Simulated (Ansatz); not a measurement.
Hypothetical ReO3 type TiBr3: element substitutions

Start from TiBr$_{3}$ in the ReO3 type structure (space group Pm-3m, No. 221; ferromagnetic; a hypothetical phase, not in the database extracts checked).

```xyz
4
Lattice="5.1440 0.0000 0.0000 0.0000 5.1440 0.0000 0.0000 0.0000 5.1440" Properties=species:S:1:pos:R:3 pbc="T T T"
Ti     0.0000     0.0000     0.0000
Br     2.5720     0.0000     0.0000
Br     0.0000     0.0000     2.5720
Br     0.0000     2.5720     0.0000
```

Each row replaces one element on all its sites; cell and atoms are relaxed.

Computed with DFT with PBE, PAW potentials and a 420 eV plane-wave cutoff in Ansatz (a first-principles code), no spin-orbit coupling.

```tsv
change	shortest interatomic distance	density
base	2.572 Å	3.51 g/cm³
Ti → Ce	2.915 Å	3.18 g/cm³
Br → I	___	___
Ti → Hf	2.642 Å	4.71 g/cm³
Ti → Zr	2.667 Å	3.62 g/cm³
```

Question: Some entries are withheld; estimate them.

Answer: 
- Br → I, shortest interatomic distance: 2.804 Å
- Br → I, density: 4.03 g/cm³

The magnetic state is the one reached from the starting moments; the real material's order can differ, and small cells can't hold many antiferromagnetic ones. Open 4f shells without U are poorly described, and the f state was not checked. Stability against distortions was not tested. As relaxed here, CeBr3, TiI3, HfBr3 and ZrBr3 are hypothetical phases, not in the database extracts checked. No Hubbard U is applied, and correlation can decide whether such a compound is a metal. Spin-polarised in the final run: CeBr3, base and TiI3; the other runs are not. An odd electron count without spin: HfBr3 and ZrBr3. HfBr3 and ZrBr3 have a high density of states at the Fermi level and may be magnetic at this level.
